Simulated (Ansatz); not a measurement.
The starting structures come from a database of crystals and need not be the phases stable at ambient conditions.

 Where the default PAW files enter, the runs use the earlier of Ansatz's two default sets.

# Evanescent states of Sr2ZnMoO6 (Fm-3m, not sure to be the ambient phase, 10 atoms a cell, 13.0 Å³ an atom, -7 GPa at this level) along the normal of (111)

Level of theory: r2SCAN (plane waves, PAW; Ansatz, an electronic-structure program).

No gap correction and no spin-orbit coupling; mid-gap values are interpolated between computed energies.

Energies count from the valence-band top; κ is the least over a 6×6 mesh across the current.

| E (eV) | κ (1/Å) | where |
|---|---|---|
| 0.06 | 0.097 | off Γ |
| 0.18 | 0.164 | off Γ |
| 0.30 | 0.206 | off Γ |
| 0.42 | 0.238 | off Γ |
| 0.54 | 0.264 | off Γ |
| 0.66 | 0.284 | off Γ |
| 0.78 | 0.301 | off Γ |
| 0.90 | 0.314 | off Γ |
| 1.02 | 0.325 | off Γ |
| 1.14 | 0.333 | off Γ |
| 1.26 | 0.338 | off Γ |
| 1.38 | 0.341 | off Γ |
| 1.50 | 0.342 | off Γ |
| 1.62 | 0.339 | off Γ |
| 1.74 | 0.334 | off Γ |
| 1.86 | 0.325 | off Γ |
| 1.98 | 0.311 | off Γ |
| 2.10 | 0.269 | off Γ |
| 2.22 | 0.195 | off Γ |

Task: How thick must the barrier be to attenuate the transmission by 10^6 when the electrodes' Fermi level lies at 1.38 eV, and what attenuation does that film give at 0.66 eV?

Result: d = 6 ln 10 / (2 × 0.341) = 20.3 Å. At 0.66 eV it gives 6 × 0.284/0.341 = 5.0 decades.
